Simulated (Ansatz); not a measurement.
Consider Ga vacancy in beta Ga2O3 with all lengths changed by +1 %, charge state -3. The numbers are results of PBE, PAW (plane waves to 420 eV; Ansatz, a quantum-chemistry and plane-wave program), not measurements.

120-site cell at the strained lattice (strain from the relaxed PBE one, atoms relaxed), the Γ point alone, smearing 0.01 eV, spin-restricted, no finite-size correction. No zero-point or tunnelling terms. The charge state is imposed; whether it is stable for some Fermi level was not computed. Forms of the defect that were not tried may lie lower.

Barriers: single points on a 2×2×2 k-point mesh shifted by half a step at the bands' geometries.

Relaxed starting cell (atoms counted from 1):

```yaml
crystal:
  lattice:
    - [12.57951, 0.00000, 0.00000]
    - [0.00000, 9.34277, 0.00000]
    - [-2.81058, 0.00000, 11.53459]
  atoms:
    - { symbol: Ga, position: [0.09025, 0.99831, 0.39357] }
    - { symbol: Ga, position: [0.09377, 0.99796, 0.90298] }
    - { symbol: Ga, position: [0.09025, 0.33501, 0.39353] }
    - { symbol: Ga, position: [0.09373, 0.33533, 0.90296] }
    - { symbol: Ga, position: [0.08955, 0.66665, 0.39474] }
    - { symbol: Ga, position: [0.09021, 0.66665, 0.90175] }
    - { symbol: Ga, position: [0.40323, 0.16666, 0.10575] }
    - { symbol: Ga, position: [0.41141, 0.16673, 0.60237] }
    - { symbol: Ga, position: [0.40800, 0.49947, 0.10153] }
    - { symbol: Ga, position: [0.41325, 0.50021, 0.60154] }
    - { symbol: Ga, position: [0.40797, 0.83372, 0.10149] }
    - { symbol: Ga, position: [0.41319, 0.83326, 0.60151] }
    - { symbol: Ga, position: [0.15801, 0.16668, 0.65642] }
    - { symbol: Ga, position: [0.15863, 0.49069, 0.15649] }
    - { symbol: Ga, position: [0.15789, 0.49931, 0.65684] }
    - { symbol: Ga, position: [0.15861, 0.84264, 0.15649] }
    - { symbol: Ga, position: [0.15788, 0.83402, 0.65684] }
    - { symbol: Ga, position: [0.33700, 0.00368, 0.33814] }
    - { symbol: Ga, position: [0.34173, 0.00025, 0.84313] }
    - { symbol: Ga, position: [0.33706, 0.32979, 0.33824] }
    - { symbol: Ga, position: [0.34174, 0.33300, 0.84313] }
    - { symbol: Ga, position: [0.34098, 0.66670, 0.34077] }
    - { symbol: Ga, position: [0.34370, 0.66662, 0.83914] }
    - { symbol: O, position: [0.18190, 0.97213, 0.04389] }
    - { symbol: O, position: [0.15728, 0.99992, 0.55402] }
    - { symbol: O, position: [0.18179, 0.36121, 0.04386] }
    - { symbol: O, position: [0.15726, 0.33343, 0.55401] }
    - { symbol: O, position: [0.15549, 0.66666, 0.05886] }
    - { symbol: O, position: [0.15778, 0.66664, 0.55457] }
    - { symbol: O, position: [0.33574, 0.16673, 0.44902] }
    - { symbol: O, position: [0.34237, 0.16665, 0.94453] }
    - { symbol: O, position: [0.34585, 0.50133, 0.44629] }
    - { symbol: O, position: [0.34703, 0.50224, 0.94138] }
    - { symbol: O, position: [0.34584, 0.83214, 0.44625] }
    - { symbol: O, position: [0.34699, 0.83097, 0.94135] }
    - { symbol: O, position: [0.17882, 0.97589, 0.29190] }
    - { symbol: O, position: [0.17525, 0.99981, 0.78129] }
    - { symbol: O, position: [0.17885, 0.35746, 0.29192] }
    - { symbol: O, position: [0.17524, 0.33350, 0.78125] }
    - { symbol: O, position: [0.17536, 0.66667, 0.28528] }
    - { symbol: O, position: [0.17500, 0.66664, 0.78443] }
    - { symbol: O, position: [0.34474, 0.16678, 0.23354] }
    - { symbol: O, position: [0.32657, 0.16667, 0.71650] }
    - { symbol: O, position: [0.33039, 0.50396, 0.21877] }
    - { symbol: O, position: [0.32630, 0.50107, 0.71388] }
    - { symbol: O, position: [0.33039, 0.82928, 0.21876] }
    - { symbol: O, position: [0.32626, 0.83228, 0.71386] }
    - { symbol: O, position: [0.49354, 0.00036, 0.12553] }
    - { symbol: O, position: [0.49758, 0.00065, 0.63089] }
    - { symbol: O, position: [0.49362, 0.33287, 0.12553] }
    - { symbol: O, position: [0.49761, 0.33279, 0.63086] }
    - { symbol: O, position: [0.49489, 0.66660, 0.12604] }
    - { symbol: O, position: [0.49869, 0.66675, 0.63119] }
    - { symbol: O, position: [0.00512, 0.16667, 0.37180] }
    - { symbol: O, position: [0.00818, 0.16665, 0.87261] }
    - { symbol: O, position: [0.00157, 0.50113, 0.37224] }
    - { symbol: O, position: [0.00305, 0.50057, 0.86685] }
    - { symbol: O, position: [0.00158, 0.83219, 0.37226] }
    - { symbol: O, position: [0.00307, 0.83275, 0.86687] }
    - { symbol: Ga, position: [0.58646, 0.16671, 0.39610] }
    - { symbol: Ga, position: [0.59037, 0.16661, 0.89691] }
    - { symbol: Ga, position: [0.58902, 0.50013, 0.39825] }
    - { symbol: Ga, position: [0.59028, 0.49940, 0.89687] }
    - { symbol: Ga, position: [0.58894, 0.83337, 0.39823] }
    - { symbol: Ga, position: [0.59029, 0.83388, 0.89688] }
    - { symbol: Ga, position: [0.90836, 0.00326, 0.10168] }
    - { symbol: Ga, position: [0.91091, 0.00024, 0.60139] }
    - { symbol: Ga, position: [0.90841, 0.33002, 0.10165] }
    - { symbol: Ga, position: [0.91089, 0.33309, 0.60137] }
    - { symbol: Ga, position: [0.91220, 0.66665, 0.10243] }
    - { symbol: Ga, position: [0.91019, 0.66667, 0.60101] }
    - { symbol: Ga, position: [0.65495, 0.00036, 0.15737] }
    - { symbol: Ga, position: [0.65955, 0.00096, 0.65713] }
    - { symbol: Ga, position: [0.65500, 0.33291, 0.15734] }
    - { symbol: Ga, position: [0.65954, 0.33246, 0.65712] }
    - { symbol: Ga, position: [0.65613, 0.66662, 0.15684] }
    - { symbol: Ga, position: [0.65954, 0.66675, 0.65776] }
    - { symbol: Ga, position: [0.84242, 0.16668, 0.34041] }
    - { symbol: Ga, position: [0.84576, 0.16664, 0.84467] }
    - { symbol: Ga, position: [0.84085, 0.49973, 0.34106] }
    - { symbol: Ga, position: [0.84363, 0.50011, 0.84273] }
    - { symbol: Ga, position: [0.84083, 0.83361, 0.34110] }
    - { symbol: Ga, position: [0.84363, 0.83320, 0.84275] }
    - { symbol: O, position: [0.66063, 0.16662, 0.05438] }
    - { symbol: O, position: [0.66070, 0.16669, 0.55419] }
    - { symbol: O, position: [0.65982, 0.49958, 0.05442] }
    - { symbol: O, position: [0.66205, 0.50006, 0.55570] }
    - { symbol: O, position: [0.65981, 0.83369, 0.05445] }
    - { symbol: O, position: [0.66203, 0.83343, 0.55567] }
    - { symbol: O, position: [0.83844, 0.00085, 0.44464] }
    - { symbol: O, position: [0.83674, 0.99835, 0.94204] }
    - { symbol: O, position: [0.83840, 0.33249, 0.44462] }
    - { symbol: O, position: [0.83674, 0.33495, 0.94203] }
    - { symbol: O, position: [0.83641, 0.66666, 0.44443] }
    - { symbol: O, position: [0.83915, 0.66665, 0.94458] }
    - { symbol: O, position: [0.67239, 0.16666, 0.28249] }
    - { symbol: O, position: [0.67575, 0.16665, 0.78316] }
    - { symbol: O, position: [0.67303, 0.50075, 0.28302] }
    - { symbol: O, position: [0.67573, 0.49998, 0.78322] }
    - { symbol: O, position: [0.67302, 0.83264, 0.28304] }
    - { symbol: O, position: [0.67573, 0.83334, 0.78321] }
    - { symbol: O, position: [0.82179, 0.99816, 0.21735] }
    - { symbol: O, position: [0.82603, 0.00102, 0.71497] }
    - { symbol: O, position: [0.82182, 0.33514, 0.21734] }
    - { symbol: O, position: [0.82599, 0.33234, 0.71493] }
    - { symbol: O, position: [0.82388, 0.66666, 0.21516] }
    - { symbol: O, position: [0.82537, 0.66669, 0.71515] }
    - { symbol: O, position: [0.98466, 0.16662, 0.12451] }
    - { symbol: O, position: [0.99509, 0.16667, 0.62890] }
    - { symbol: O, position: [0.99216, 0.49752, 0.12740] }
    - { symbol: O, position: [0.99452, 0.50027, 0.62724] }
    - { symbol: O, position: [0.99215, 0.83578, 0.12740] }
    - { symbol: O, position: [0.99454, 0.83305, 0.62725] }
    - { symbol: O, position: [0.50610, 0.99868, 0.37533] }
    - { symbol: O, position: [0.50577, 0.00036, 0.86947] }
    - { symbol: O, position: [0.50619, 0.33480, 0.37540] }
    - { symbol: O, position: [0.50580, 0.33289, 0.86944] }
    - { symbol: O, position: [0.50695, 0.66671, 0.37230] }
    - { symbol: O, position: [0.50749, 0.66664, 0.86834] }
```
Cell charge -3.

End state 1 differs by these moves (Å; atoms that move under 0.08 Å are left out):

| atom | element | Δx | Δy | Δz |
|---|---|---|---|---|
| 7 | Ga | 0.07 | 0.00 | -0.05 |
| 11 | Ga | -0.07 | 0.00 | 0.05 |
| 14 | Ga | 0.00 | 0.17 | 0.00 |
| 16 | Ga | 0.00 | 2.94 | 0.00 |
| 24 | O | 0.00 | 0.52 | 0.00 |
| 26 | O | -0.37 | -0.26 | 0.17 |
| 28 | O | 0.37 | -0.26 | -0.17 |
| 30 | O | 0.13 | 0.01 | -0.03 |
| 34 | O | -0.13 | 0.01 | 0.03 |
| 36 | O | 0.00 | 0.45 | 0.00 |
| 38 | O | -0.03 | -0.23 | -0.08 |
| 40 | O | 0.03 | -0.23 | 0.08 |
| 42 | O | -0.14 | 0.04 | -0.17 |
| 46 | O | 0.14 | 0.04 | 0.17 |
| 55 | O | -0.05 | 0.01 | -0.07 |
| 59 | O | 0.05 | 0.01 | 0.07 |
| 108 | O | 0.09 | -0.02 | 0.03 |
| 112 | O | -0.09 | -0.02 | -0.03 |

Predict the forward and backward barriers to end state 1 from PBE, PAW.

forward 1.33 eV, backward 1.33 eV; at the saddle point atom 16 has neighbours O at 1.77, O at 1.82, O at 1.92, O at 2.31 Å. The saddle point's order was not checked.
